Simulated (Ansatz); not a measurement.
Take NiGe (space group Pnma, No. 62; a = 5.408 Å, b = 3.473 Å, c = 5.847 Å; non-magnetic) as the base.

(Cell as relaxed with PBE.)

Levels (all Ansatz, a program for electronic structure, PAW, earlier PAW set): PBE (420 eV, scalar-relativistic without spin-orbit coupling); r2SCAN (500 eV, no spin-orbit coupling).

Each level relaxes its own structure.

| base | PBE | r2SCAN |
|---|---|---|
| volume per atom | 13.73 Å³ | 13.29 Å³ |
| band gap | zero | zero |

Now apply this change: an isotropic linear strain of +1.36 %, atoms relaxed at fixed cell.

| quantity | PBE | r2SCAN |
|---|---|---|
| energy relative to the base (free energy F) | +9.1 meV/atom | ___ |
| pressure (mean of the normal stresses, compression positive) | -4.9 GPa | ___ |
| largest internal atomic displacement | 0.016 Å | ___ |

Problem. Predict the r2SCAN column.

Solution. 
- energy relative to the base (free energy F), r2SCAN: +9.8 meV/atom
- pressure (mean of the normal stresses, compression positive), r2SCAN: -5.5 GPa
- largest internal atomic displacement, r2SCAN: 0.017 Å

PBE's energy relative to the base lies 0.7 meV/atom below r2SCAN's; PBE's pressure lies 0.6 GPa above r2SCAN's. Neither level is exact; r2SCAN is the comparison here, not a measurement.

Stability against distortions was not tested. Seeded moments were not kept for the base. All final runs are without spin polarisation.
